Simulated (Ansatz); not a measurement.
```
CELL_PARAMETERS angstrom
      4.01923     0.00000     0.00000
      0.00000     4.01923     0.00000
      0.00000     0.00000     4.01923
ATOMIC_POSITIONS crystal
  Ba 0.00000 0.00000 0.00000
  Ti 0.50000 0.50000 0.50000
  O  0.00000 0.50000 0.50000
  O  0.50000 0.50000 0.00000
  O  0.50000 0.00000 0.50000
```

The cell was generated from a structure type, relaxed within its symmetry, and need not be the phase found at ambient conditions.

Q: Is this relaxed cell dynamically stable according to harmonic phonons (finite displacements on a 3×3×3 mesh, PBE density-functional theory in Ansatz (plane waves, PAW), k mesh 6×6×6)? If not, where is the strongest instability?

A: No. The softest mode is 246i cm⁻¹ at q = (0.000, 0.000, 0.000) in fractions of the reciprocal vectors of this cell, and 19 of the 27 wave vectors of the mesh carry a mode beyond 15i cm⁻¹.

Ansatz is a program for electronic structure.
